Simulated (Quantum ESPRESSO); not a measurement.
**Refining one setting for NaSiO3 (Pm-3m, 5 atoms in the cell)**

```
CELL_PARAMETERS angstrom
      3.56125     0.00000     0.00000
      0.00000     3.56125     0.00000
      0.00000     0.00000     3.56125
ATOMIC_POSITIONS crystal
  Na 0.00000 0.00000 0.00000
  Si 0.50000 0.50000 0.50000
  O  0.50000 0.50000 0.00000
  O  0.00000 0.50000 0.50000
  O  0.50000 0.00000 0.50000
```

Method of the run: PBEsol, PseudoDojo standard norm-conserving (PBESOL) pseudopotentials (plane waves; Quantum ESPRESSO).

The starting cell comes from a database of computed structures (which also holds hypothetical and non-ambient phases and stackings), without a prior relaxation at this level. In the base run, with a pressure of about -6 GPa the cell is away from its equilibrium volume at this level.

Held fixed: occupations = smearing; smearing = marzari-vanderbilt; degauss = 0.0147 Ry; potentials = {Na: Na.upf, Si: Si.upf, O: O.upf}; K_POINTS = automatic 6 6 6 0 0 0; conv_thr = 1e-10 Ry; mixing_beta = 0.3.

ΔF is the free energy per atom less that of the last row (180 Ry).

| ecutwfc | ΔF (meV/atom) | pressure (GPa) | plane waves | iterations |
|---|---|---|---|---|
| 36 Ry | 5921.7 | -302.25 | 1141 | 12 |
| 45 Ry | 1867.2 | -145.52 | 1596 | 12 |
| 54 Ry | 439.9 | -54.42 | 2054 | 12 |
| 63 Ry | 81.3 | -18.56 | 2601 | 13 |
| 72 Ry | 9.4 | -7.85 | 3178 | 11 |
| 81 Ry | 0.75 | -5.89 | 3840 | 13 |
| 90 Ry | 0.38 | -5.73 | 4436 | 13 |
| 103 Ry | 0.30 | -5.73 | 5449 | 13 |
| 117 Ry | 0.25 | -5.73 | 6619 | 13 |
| 135 Ry | 0.16 | -5.73 | 8144 | 13 |
| 158 Ry | 0.11 | -5.73 | 10274 | 11 |
| 180 Ry | 0.00 | -5.74 | 12533 | 11 |

Energy within 2 meV/atom of the last row: from ecutwfc = 81 Ry on; the one before it is off by 9.4 meV/atom.

Pressure within 0.05 GPa of the last row: from ecutwfc = 90 Ry on; the one before it is off by 0.15 GPa. The value it settles on is -5.74 GPa at this level of theory and with the other settings as held.
